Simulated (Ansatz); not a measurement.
# Worked sum: formation energy of Os_Cu in Cu (fcc, Fm-3m)

This concerns the formation energy of Os_Cu in Cu (fcc, Fm-3m). Reaction: Os (hcp) + 63 Cu (fcc) → cell A.

A: a supercell of 64 sites of Cu (fcc, Fm-3m) with Os on a Cu site (12 Cu at 2.59 Å); spin state with PBE: run without spin.

Ansatz (an electronic-structure program) with PAW potentials; structures come from PBE relaxations, nuclei static, no net charge. Ansatz runs with its default PAW set. Other levels take these structures. The lattices are those relaxed with PBE, so at other levels the solids can be strained, which adds to the spread. Larger cells are relaxed from a start prepared with the learned potential CHGNet, on a coarser mesh till forces fall under 0.03 eV/Å, which some starts already meet. A dispersion term (D3(BJ), or D4 for r2SCAN) was computed beside these levels and is taken off wherever the name lacks it. The PAW files were made for PBE and serve at the other functionals too. Space groups of crystals are read within 0.01 Å. Spin-orbit coupling is left out. Mesh and cell size may move defect energies by 0.1 eV or more. Cell A has symmetry Fm-3m within 0.02 Å and got no random move, so less symmetric positions, which may lie lower, weren't tried.

Total energies of the cells in eV, at zero smearing width. They compare only within one column; the weights balance every element.

| cell | atoms | weight | r2SCAN | PBE+D3(BJ) |
|---|---|---|---|---|
| A: Cu:Os_Cu | 64 | +1 | -429163.48950 | -428805.99242 |
| Os (hcp) | 2 | −1/2 | -22795.25108 | -22770.37700 |
| Cu (fcc) | 64 | −63/64 | -424398.58055 | -424048.05208 |

r2SCAN: (-429163.48950) − 1/2 × (-22795.25108) − 63/64 × (-424398.58055) = 1.489 eV.

PBE+D3(BJ): (-428805.99242) − 1/2 × (-22770.37700) − 63/64 × (-424048.05208) = 1.497 eV.

What follows from the r2SCAN value: With the reservoirs of the reaction as written, and without entropy terms or charged states, the share of sites that hold the defect in equilibrium is exp(−1.49 eV/k_BT) = 3.1×10^-8 at 1000 K.
